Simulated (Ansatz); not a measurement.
**GaP, response to strain**

Start from GaP in the zinc blende structure (space group F-43m, No. 216).

```xyz
2
Lattice="0.0000 2.6957 2.6957 2.6957 0.0000 2.6957 2.6957 2.6957 0.0000" Properties=species:S:1:pos:R:3 pbc="T T T"
Ga     0.0000     0.0000     0.0000
P      1.3478     1.3478     1.3478
```

Cartesian axes are those of the cell as printed.

Strains are applied to the cell and any free atomic positions relax; under biaxial strain the out-of-plane vector relaxes too.

Calculations: LDA/PAW in Ansatz (a program for electronic structure), no SOC.

```json
[
 {"biaxial strain, plane normal [111], relaxed out of plane (%)": "0", "out-of-plane strain (%)": "0.00"},
 {"biaxial strain, plane normal [111], relaxed out of plane (%)": "0.42", "out-of-plane strain (%)": "-0.20"},
 {"biaxial strain, plane normal [111], relaxed out of plane (%)": "0.83", "out-of-plane strain (%)": "-0.38"},
 {"biaxial strain, plane normal [111], relaxed out of plane (%)": "1.25", "out-of-plane strain (%)": "-0.57"},
 {"biaxial strain, plane normal [111], relaxed out of plane (%)": "1.67", "out-of-plane strain (%)": "?"},
 {"biaxial strain, plane normal [111], relaxed out of plane (%)": "2.08", "out-of-plane strain (%)": "-0.93"},
 {"biaxial strain, plane normal [111], relaxed out of plane (%)": "2.5", "out-of-plane strain (%)": "-1.11"}
]
```

Q: Fit ε⊥ = −νε + γε² (strains in %) to the rows shown and predict the withheld row.

A: Least squares on the printed values gives ν = 0.47 (the biaxial Poisson response) and γ = 0.010 (largest residual 0.00 %); this predicts -0.75 %, and the run gives -0.75 %, in agreement.

No phonon test of stability was made.
